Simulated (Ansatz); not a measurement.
Candidates (primitive cells; geometry: cell and atoms relaxed with PBEsol):
A. ZnS (F-43m), a = b = c = 3.7877 Å, α = β = γ = 60.00°
B. SiC (F-43m), a = b = c = 3.0808 Å, α = β = γ = 60.00°
C. BaS (Fm-3m), a = 4.4773 Å, b = 4.4773 Å, c = 4.4773 Å, α = 60.00°, β = 60.00°, γ = 60.00°
D. InP (F-43m), a = b = c = 4.157 Å, α = β = γ = 60.00°
E. ZnSe (F-43m), a = b = c = 3.9835 Å, α = β = γ = 60.00°

**Question.** Order them by electron conductivity mass (lowest first) at the level r2SCAN, rigid bands (Ansatz, a first-principles code).

**Answer.** D (0.089 mₑ), E (0.136 mₑ), A (0.21 mₑ), B (0.30 mₑ), C (0.44 mₑ)

Masses are for dilute carriers at 300 K, harmonic means over directions unless an axis is named. Spin-orbit coupling is left out.

Formula and space group known from diffraction (Crystallography Open Database), not checked to be the room-temperature form: BaS (Fm-3m).
